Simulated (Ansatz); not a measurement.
# Pd: response to strain

The reference is Pd in the fcc (Cu type) structure (space group Fm-3m, No. 225; a = 3.841 Å; relaxed with 0.1 eV smearing).

Strains are applied to the cell and any free atomic positions relax.

Calculations: Ansatz (a program for electronic structure), LDA, PAW, cutoff 420 eV, scalar-relativistic without spin-orbit coupling.

Notes on the quantities. energy relative to the base: free energy F.

```json
[
 {"variant": "base", "pressure": "0.0 GPa", "energy relative to the base": "0 meV/atom", "shortest interatomic distance": "2.716 Å"},
 {"variant": "isotropic strain −3.00 %", "pressure": "26.3 GPa", "energy relative to the base": "+92 meV/atom", "shortest interatomic distance": "2.635 Å"},
 {"variant": "isotropic strain −2.00 %", "pressure": "16.1 GPa", "energy relative to the base": "+39 meV/atom", "shortest interatomic distance": "2.662 Å"},
 {"variant": "isotropic strain −1.50 %", "pressure": "11.5 GPa", "energy relative to the base": "+22 meV/atom", "shortest interatomic distance": "2.676 Å"},
 {"variant": "isotropic strain −0.50 %", "pressure": "3.5 GPa", "energy relative to the base": "+2.3 meV/atom", "shortest interatomic distance": "2.703 Å"},
 {"variant": "isotropic strain +0.50 %", "pressure": "…", "energy relative to the base": "…", "shortest interatomic distance": "2.730 Å"},
 {"variant": "isotropic strain +1.00 %", "pressure": "-6.2 GPa", "energy relative to the base": "+8.6 meV/atom", "shortest interatomic distance": "2.743 Å"},
 {"variant": "isotropic strain +2.00 %", "pressure": "-11.4 GPa", "energy relative to the base": "+33 meV/atom", "shortest interatomic distance": "2.771 Å"},
 {"variant": "isotropic strain +2.50 %", "pressure": "-13.7 GPa", "energy relative to the base": "+50 meV/atom", "shortest interatomic distance": "2.784 Å"},
 {"variant": "isotropic strain +3.00 %", "pressure": "-15.7 GPa", "energy relative to the base": "+71 meV/atom", "shortest interatomic distance": "2.798 Å"}
]
```

### Question
Complete the table.

### Answer

- isotropic strain +0.50 %, pressure: -3.2 GPa
- isotropic strain +0.50 %, energy relative to the base: +2.2 meV/atom

No phonon test of stability was made. The final runs are not spin-polarised. Pd lies near a magnetic instability that expansion can trigger; it was not tested.
